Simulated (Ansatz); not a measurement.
Consider FeSi (space group P2_13, No. 198; a = 4.448 Å; non-magnetic).

Computed with PBE/PAW in Ansatz (a program for electronic structure), no spin-orbit coupling, earlier PAW set.

Base values:

- Volume per atom: 11.00 Å³

It is then changed as follows: every Fe is replaced by Be; the structure is relaxed again.

Tabulated Pauling electronegativity and covalent radius: Fe 1.83, 1.32 Å; Be 1.57, 0.96 Å.

Problem. Predict the new volume per atom.

Solution. The volume per atom goes up by 0.49 Å³ (11.00 Å³ → 11.49 Å³).

Whether these cells are dynamically stable was not tested. As relaxed here, BeSi is a hypothetical phase, not in the database extracts checked. Seeded moments were not kept for the base. All final runs are without spin polarisation.
